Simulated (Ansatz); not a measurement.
**Pb2Au: pressure 0.3 GPa**

Base system: Pb2Au (space group I4/mcm, No. 140; a = 7.324 Å, c = 5.675 Å).

Modification: cell and atoms relaxed at a pressure of 0.3 GPa.

Method: DFT with PBEsol, PAW potentials and a 420 eV plane-wave cutoff in Ansatz (a program for electronic structure), without spin-orbit coupling. Γ-centred 11×11×11 mesh, Fermi–Dirac width 0.05 eV.

```json
[
 {"quantity": "volume per atom", "base": "25.37 Å³", "changed": "25.26 Å³", "shift": "-0.11 Å³"},
 {"quantity": "enthalpy H = E + PV relative to the base's energy", "base": "–", "changed": "+0.05 eV/atom", "shift": "–"},
 {"quantity": "band gap", "base": "zero", "changed": "zero", "shift": "–"}
]
```

Final structure:

```
Pb2Au
1.0
   -3.65650     3.65650     2.83385
    3.65650    -3.65650     2.83385
    3.65650     3.65650    -2.83385
Pb Au
4 2
Direct
  0.65945   0.15945   0.81890
  0.34055   0.84055   0.18110
  0.84055   0.65945   0.50000
  0.15945   0.34055   0.50000
  0.25000   0.25000   0.00000
  0.75000   0.75000   0.00000
```

Load acts through the strain it causes; cell and atoms are relaxed under it. Whether these cells are dynamically stable was not tested. The base started in Ibam and relaxed to I4/mcm at this level.
